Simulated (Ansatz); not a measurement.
For double-hcp La, r²SCAN (PAW; Ansatz, a quantum-chemistry and plane-wave program) gives:

| Property | Result |
|---|---|
| lattice constant a | 3.781 Å |
| c axis length | 12.039 Å |

Problem. What does HSE06 (plane waves, PAW; Ansatz) give for the same quantities?

Solution. 
- lattice constant a: 3.836 Å (increases by 1.5 %)
- lattice parameter c: 12.192 Å (increases by 1.3 %)

For comparison: lattice constant a 3.774 Å (measured, 293 K, no zero-point or thermal correction; as tabulated in Wikipedia's data pages); lattice parameter c 12.171 Å (measured, 293 K, no zero-point or thermal correction; as tabulated in Wikipedia's data pages).

Changes are worked out from the printed values.

Unless a cell is named, each level is at its own relaxed cell (r²SCAN 37.27, HSE06 38.83 Å³/atom).

Ansatz's density-functional and Hartree–Fock values are scalar-relativistic unless marked +SOC, with PAW data made under PBE.
